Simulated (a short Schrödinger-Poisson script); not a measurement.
MOS inversion layer, Si3N4 on p-type Si(100)

Structure: MOS inversion layer, Si3N4 on p-type Si(100), at 300 K.

| layer | material | thickness (nm) | Na (cm⁻³) |
|---|---|---|---|
| 1 | Si3N4 | 2.6 | - |
| 2 | Si | 1100 | 1.6e17 |

The device is made up for the run: typed textbook-type constants, with dimensions and the other settings drawn at random. Si3N4: permittivity 7.5, conduction-band edge (eV) 1.95, gap (eV) 5.1, electron mass (mₑ) 0.5. Si: permittivity 11.7, conduction-band edge (eV) 0, gap (eV) 1.124, Nv at 300 K (cm⁻³) 3.1e19.

Channel valleys (confinement mass, in-plane density-of-states mass, number): Δ2 0.916, 0.19, 2; Δ4 0.19, 0.417, 4. At the gate the conduction-band edge of layer 1 lies 2.03 eV − eVg above the Fermi level of the channel; the field vanishes at the back. Gaps are held at their typed values at every temperature. Mesh 0.03 nm at interfaces.

Solved with a short Schrödinger-Poisson script written for these runs: 1D Poisson equation in equilibrium, electrons quantum, Hartree (BenDaniel-Duke, 12 states a valley, the channel's in-plane mass for all, wave functions free to enter the dielectric), parabolic valleys, classical holes, full ionisation, no traps, pinning or gate leakage.

| Vg (V) | electrons (cm⁻²) | C (μF/cm²) | Δ2 E0 (meV) | Δ2 E1 (meV) | Δ4 E0 (meV) | Δ4 E1 (meV) |
|---|---|---|---|---|---|---|
| -0.1 | 6.82e7 | 0.130 | 310.3 | 351.7 | 341.3 | 410.1 |
| 0 | 2.35e9 | 0.135 | 217.8 | 261.1 | 250.0 | 322.1 |
| 0.1 | 6.76e10 | 0.415 | 129.8 | 175.2 | 163.5 | 238.8 |
| 0.2 | 5.44e11 | 1.20 | 73.4 | 123.3 | 110.2 | 189.5 |
| 0.3 | 1.41e12 | 1.56 | 45.6 | 101.4 | 86.4 | 170.0 |
| 0.4 | 2.43e12 | 1.72 | 28.1 | 90.0 | 73.0 | 160.6 |
| 0.5 | 3.54e12 | 1.82 | 15.1 | 82.8 | 63.8 | 155.0 |
| 0.6 | 4.70e12 | 1.89 | 4.6 | 77.9 | 56.8 | 151.4 |
| 0.7 | 5.89e12 | 1.94 | -4.4 | 74.1 | 51.0 | 148.8 |
| 0.8 | 7.11e12 | 1.97 | -12.3 | 71.2 | 46.1 | 146.9 |
| 0.9 | 8.35e12 | 2.00 | -19.6 | 68.9 | 41.8 | 145.4 |

Subbands count from the Fermi level.
